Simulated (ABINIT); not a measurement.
A self-consistent single point of V (Im-3m, 1 atom in the cell) with ABINIT.

Level of theory: LDA (PW92), norm-conserving pseudopotentials (PseudoDojo nc-sr-04 LDA standard) (plane waves; ABINIT 10.0.3).

```yaml
crystal:
  lattice:
    - [-1.52818, 1.52818, 1.52818]
    - [1.52818, -1.52818, 1.52818]
    - [1.52818, 1.52818, -1.52818]
  atoms:
    - { symbol: V, position: [0.00000, 0.00000, 0.00000] }
```

Reference input (self-consistent single point, DFT, PBE, plane waves, norm-conserving pseudopotentials (PseudoDojo nc-sr-05 PBE standard)): pseudos = [V.upf]; ecut = 42 Ha; occopt = 7; tsmear = 0.136 eV; ngkpt = 20 20 20; nshiftk = 1; shiftk = 0 0 0; potentials = PseudoDojo nc-sr-05 PBE standard; nband = 12; kptopt = 1; nstep = 60; toldfe = 1e-09 Ha. This run's input differs from it in these lines:

```diff
@@ -1,2 +1,2 @@
-# V, PseudoDojo nc-sr-05 PBE standard
+# V, PseudoDojo nc-sr-04 LDA standard
 pp_dirpath "./"
```

Its files differ too (potentials: PseudoDojo nc-sr-05 PBE standard → PseudoDojo nc-sr-04 LDA standard).

The program printed (abridged):

```
--- !BeginCycle
solver: {iscf: 7, nstep: 60, nline: 4, wfoptalg: 0, }
tolerances: {toldfe: 1.00E-09, }
...

     iter   Etot(hartree)      deltaE(h)  residm     vres2
 ETOT  1  -73.703259127433    -7.370E+01 4.464E-01 6.970E+01
 ETOT  2  -73.728410823164    -2.515E-02 6.383E-02 9.842E+01
 ETOT  3  -73.757753858638    -2.934E-02 1.126E-02 9.119E-03
 ETOT  4  -73.757762242490    -8.384E-06 1.568E-03 1.363E-04
 ETOT  5  -73.757762264802    -2.231E-08 9.216E-04 1.234E-05
 ETOT  6  -73.757762268130    -3.327E-09 7.445E-04 2.171E-09
 ETOT  7  -73.757762268134    -3.993E-12 3.560E-04 4.786E-11
 ETOT  8  -73.757762268134    -4.832E-13 3.602E-04 1.230E-12
 At SCF step    8, etot is converged :
  for the second time, diff in etot=  4.832E-13 < toldfe=  1.000E-09

 Cartesian components of stress tensor (hartree/bohr^3)
  sigma(1 1)=  7.22476095E-04  sigma(3 2)=  0.00000000E+00
  sigma(2 2)=  7.22476095E-04  sigma(3 1)=  0.00000000E+00
  sigma(3 3)=  7.22476095E-04  sigma(2 1)=  0.00000000E+00

 ----iterations are completed or convergence reached----

 reduced coordinates (array xred) for    1 atoms
       0.000000000000      0.000000000000      0.000000000000
 cartesian forces (eV/Angstrom) at end:
    1     -0.00000000000000    -0.00000000000000    -0.00000000000000
 frms,max,avg= 0.0000000E+00 0.0000000E+00   0.000E+00  0.000E+00  0.000E+00 e/A
 length scales=  5.001895041400  5.001895041400  5.001895041400 bohr
   [... lines left out ...]
 Fermi (or HOMO) energy (hartree) =   0.41499   Average Vxc (hartree)=  -0.47730
   [... lines left out ...]
total_energy        : -7.37577622681341E+01
total_energy_eV     : -2.00705078173282E+03
band_energy         : -7.72024497148497E+00
...

-Cartesian components of stress tensor (GPa)         [Pressure= -2.1256E+01 GPa]
- sigma(1 1)=  2.12559770E+01  sigma(3 2)=  0.00000000E+00
- sigma(2 2)=  2.12559770E+01  sigma(3 1)=  0.00000000E+00
- sigma(3 3)=  2.12559770E+01  sigma(2 1)=  0.00000000E+00

 Calculation completed.
```

The run converged in 8 iterations. Against the reference run the pressure goes from -9.55 to -21.26 GPa.

The starting cell comes from a database of computed structures (which also holds hypothetical and non-ambient phases and stackings), without a prior relaxation at this level. Its lattice was rescaled by a random factor within 2.5 % of one. Spin polarisation is off. With a pressure of about -21 GPa the cell is away from its equilibrium volume at this level.

Cost on one core of a shared machine: roughly 4 min.
